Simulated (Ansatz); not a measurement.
MgS (Fm-3m), PBEsol, rigid bands (Ansatz, a program for electronic structure): band gap 2.73 eV, N_c = 1.69e19 cm⁻³ and N_v = 1.82e20 cm⁻³ at 300 K, conductivity masses of 0.353 mₑ (electrons) and 0.997 mₑ (holes). Take k_BT = 0.02585 eV.

**Question.** A film of it is 3 nm thick. Estimate the confinement energies in an infinite well.

**Answer.** ħ²π²/(2m t²) = 0.376 eV·nm²/(m/mₑ × t²) gives 118 meV for electrons and 41.9 meV for holes, so the gap would widen to about 2.89 eV. Finite barriers and nonparabolic bands lower this, and with several valleys or bands the heaviest mass along the normal sets the lowest level, not this average.

**Question.** Find the intrinsic carrier density and the intrinsic Fermi level.

**Answer.** n_i = √(N_c N_v) exp(−E_g/2k_BT) = 5.55e19 × exp(−52.80) = 6.5e-4 cm⁻³. The level lies (k_BT/2) ln(N_v/N_c) = 31 meV from mid-gap (positive towards the conduction band). Each 0.1 eV added to the gap lowers n_i by a factor of 6.9.

**Question.** What thermal injection velocity √(2k_BT/πm) limits a ballistic channel?

**Answer.** 9.06e6 cm/s for electrons and 5.39e6 cm/s for holes, a ratio of √(m_h/m_e) = 1.68, for dilute carriers.

Rigid, parabolic bands with the computed gap; masses take one relaxation time for all states. Spin-orbit coupling is left out; where it splits the top of the valence band, N_v and the p-type Seebeck coefficient come out somewhat high without it.
